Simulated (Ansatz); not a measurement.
Output of an Ansatz run (abridged):

```
WARN ansatz: RAYON_NUM_THREADS=1 ignored (pool sized by the plan → 1); use --threads N
Pseudopotentials: kind: paw
Pseudopotential: V, paw, valence charge 13
Pseudopotential: Mo, paw, valence charge 14
Crystal: 2 atoms, lattice volume = 28.486 Å³
Basis set: ecut = 420 eV, 569 PW (Γ)
Bands: 18, of which v1, the nominal top of the filled ones, is band 14 counted from 1 (13 counted from 0)
Symmetry: 4 space group operations
Space group: Cmm2 (ITA 35), of the structure as read, at distance tolerance 3.1e-5 Å
k-points: 144 of 847 (time reversal used)
PAW frozen core: V, regenerated for the run's functional, and the local potential with it
PAW frozen core: Mo, regenerated for the run's functional, and the local potential with it
Initial density: superposition of atomic densities (neutral atoms: chi_scale 0, normalization atom), corrected by the library's trained network
Initial wavefunctions: pseudopotential atomic-orbital guess
Eigensolver: davidson
Functional: x = slater, c = lda
SCF iter   1: F=—  HF=-7703.500334 eV  |F-HF|=—  |Δ(HF+E_count)|=         —  Δρ=1.01e-2  dr2=3.75e-2  ethr=1.77e-3  ⟨swp⟩=4.2  Hψ=10481  notcnv=0
all-band conjugate gradients solve this SCF's bands
preconditioner: auto → none
SCF iter   2: F=—  HF=-7703.500251 eV  |F-HF|=—  |Δ(HF+E_count)|=   8.31e-5  Δρ=7.50e-3  dr2=2.67e-2  ethr=1.39e-4  ⟨swp⟩=1.0  Hψ=3744  notcnv=0
SCF iter   3: F=—  HF=-7703.498210 eV  |F-HF|=—  |Δ(HF+E_count)|=   2.04e-3  Δρ=1.26e-3  dr2=7.31e-4  ethr=9.88e-5  ⟨swp⟩=1.5  Hψ=2628  notcnv=0
SCF iter   4: F=—  HF=-7703.498125 eV  |F-HF|=—  |Δ(HF+E_count)|=   8.49e-5  Δρ=6.76e-4  dr2=1.40e-4  ethr=2.71e-6  ⟨swp⟩=3.0  Hψ=4642  notcnv=0
SCF iter   5: F=—  HF=-7703.498085 eV  |F-HF|=—  |Δ(HF+E_count)|=   4.03e-5  Δρ=1.53e-4  dr2=1.23e-5  ethr=5.18e-7  ⟨swp⟩=2.8  Hψ=4479  notcnv=0
SCF iter   6: F=—  HF=-7703.498076 eV  |F-HF|=—  |Δ(HF+E_count)|=   8.51e-6  Δρ=5.48e-5  dr2=1.01e-6  ethr=4.56e-8  ⟨swp⟩=2.0  Hψ=3490  notcnv=0
SCF iter   7: F=-7703.498076 eV  HF=-7703.498076 eV  |F-HF|=1.26e-8  |Δ(HF+E_count)|=   1.53e-7  Δρ=1.67e-5  dr2=4.78e-8  ethr=3.70e-10  ⟨swp⟩=3.8  Hψ=9546  notcnv=0
SCF 1 converged in 7 iterations: F = -7703.498076 eV  dr2 = 4.78e-8
SCF converged after 7 iterations
Free energy (F): -7703.498076 eV
Harris-Foulkes:  -7703.498076 eV  (|F-HF|=1.26e-8)
Internal energy: -7703.492655 eV  (E = F + TS)
E sigma→0 (E₀):  -7703.495365 eV
Entropy (-TS):   -0.005421 eV (-2.711 meV/atom)
Fermi energy:    18.945885 eV
--- Per-component energies (eV) ---
  E_band       = -189.673593
  E_kinetic    = 779.430187
  E_local      = -1665.079414  (includes V_loc(G=0)·N_el)
  E_nonlocal   = 107.201999
  E_hartree    = 664.712655
  E_xc         = -312.508837
  E_vxc        = -394.530206  (∫ρ·V_xc dr)
  E_paw        = -4151.067497  (= ΣΔE_a)
  E_vpaw       = -346.117274  (= ΣTr[D̂ρ^β])
  E_aug_tail   = 0.000289  (compensation charges beyond the density's cutoff)
  E_ewald      = -3127.001002
  E_core_change = 0.818966  (= ΣΔE_core)
  E_smearing   = -0.005421  (= −TS)
  E_closure    = 0.000000  (closes the sum)
  Σ components = -7703.498076   (vs F -7703.498076, Δ=0.00e0)
--- Forces (eV/Å), atoms counted from 1 ---
  atom   1  V      0.00000000     0.00000000    -0.43837060
  atom   2  Mo     0.00000000     0.00000000     0.43853525
  max |Σ_I F_I| component: 1.65e-4 eV/Å
--- Stress (GPa, compression-positive) ---
       -7.710463       0.000000       0.000000
        0.000000      -8.285062       0.000000
        0.000000       0.000000      -7.526426
  P = ⅓ Tr σ = -7.8407 GPa (-78.407 kbar)
  The stress holds the Pulay correction. Without it, at fixed plane waves, as pw.x and ABINIT print it: P = -7.8837 GPa
--- Band table (eV; the first three rows and the last of 144) ---
  k-point 0: bands = ["-44.2285", "-41.4360", "-18.5614", "-18.2005", "-18.0312", "-15.4361", "-15.0399", "-14.8346", "12.1945", "14.5748", "16.5704", "18.3374", "18.6427", "19.1446", "20.9714", "21.0230", "21.2704", "21.4867"]
  k-point 1: bands = ["-44.2273", "-41.4379", "-18.5377", "-18.1980", "-18.0312", "-15.4680", "-15.0441", "-14.8345", "12.4233", "14.6526", "16.6356", "18.5374", "18.6698", "19.0398", "20.5285", "21.0042", "21.0438", "21.3061"]
  k-point 2: bands = ["-44.2247", "-41.4420", "-18.4827", "-18.1923", "-18.0311", "-15.5414", "-15.0535", "-14.8343", "13.0490", "14.8093", "16.8044", "18.6339", "18.7836", "19.1185", "19.5066", "20.6274", "20.9628", "20.9750"]
  k-point 143: bands = ["-44.1074", "-41.1806", "-18.6013", "-18.4074", "-18.3321", "-16.1888", "-15.5821", "-15.3497", "14.8046", "15.5995", "16.7477", "17.5274", "18.4500", "19.9374", "19.9873", "20.4985", "22.1822", "23.8776"]
```

The structure:

```xyz
2
Lattice="1.5296 -2.2129 0.0000 1.5296 2.2129 0.0000 0.0000 0.0000 4.2079" Properties=species:S:1:pos:R:3 pbc="T T T"
V      1.5296     0.0000     2.1539
Mo     0.0000     0.0000     0.0000
```

Problem. What input produced this log?

Solution. Other spellings and defaults could give the same log, and not every line can be read from it. The input that was run (DFT, LDA (PW92), plane waves, default PAW files made with PBE):

Ansatz 0.2 input:
```yaml
crystal:
  lattice:
    - [1.529594, -2.212910, 0.000000]
    - [1.529594, 2.212910, 0.000000]
    - [0.000000, 0.000000, 4.207865]
  atoms:
    - { symbol: V, position: [0.500000, 0.500000, 0.511883] }
    - { symbol: Mo, position: [0.000000, 0.000000, 0.000000] }
basis:
  ecutwfc: 420.0 eV
kpoints:
  mp_grid: { grid: [11, 11, 7] }
hamiltonian:
  xc: lda
  pseudopotentials: { kind: paw }
scf:
  occupations: { method: gaussian, width: 0.1 eV }
output:
  forces: true
  eigenvalues: true
  stress: true
```

The starting cell comes from a database of computed structures (which also holds hypothetical and non-ambient phases and stackings), without a prior relaxation at this level. Its lattice was rescaled by up to half a per cent. One atom was moved a little off its site on purpose. Spin polarisation is off. With a pressure of about -8 GPa the cell is away from its equilibrium volume at this level. Ansatz's pressure includes its estimate of the finite-basis (Pulay) stress.

Ansatz is a program for electronic structure.
